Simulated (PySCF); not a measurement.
PySCF 2.14.0, WB97X/def2-svp, df: Nb(O)(F)(Cl)2 ([O]=[Nb]([F])([Cl])[Cl]), 5 atoms. The geometry is a generated start, not checked to be a minimum at this level.

```yaml
task: energy
method: wb97x
basis: def2-svp
two_electron_scheme: density fitting
mol.max_memory: 3000 MB
mf.max_cycle: 100
mf.init_guess: minao (default)
mf.DIIS: CDIIS (default)
mf.diis_space: 8 (default)
mf.conv_tol: 1e-09 (default)
mf.grids.level: 3 (default)
effective_core_potentials: those of the basis set, past Kr
basis_functions: 95
grid_points: 88544
```

```xyz
5

Nb     0.1766     0.0136    -0.0038
O      1.1111     0.7648    -1.1786
F      1.0505    -0.7599     1.3960
Cl    -1.0766    -1.4947    -0.9843
Cl    -1.2615     1.4762     0.7707
```

Charge 0 and multiplicity 1 are set for this test and not shown to be the ground state.

One run each on 2 threads, 1 BLAS thread. Values of level_shift (Hartree) tried: 0 (default), 0.1, 0.3, 1.

### Question
Predict the course of the Fock builds along this series.

### Answer
Fewest Fock builds, within one of each other: 0 (default) with 14, 0.1 with 15. The count rises to 26 at 1. All converge to one solution.

| level_shift (Hartree) | Fock builds | end |
|---|---|---|
| 0 (default) | 14 | same solution |
| 0.1 | 15 | same solution |
| 0.3 | 16 | same solution |
| 1 | 26 | same solution |
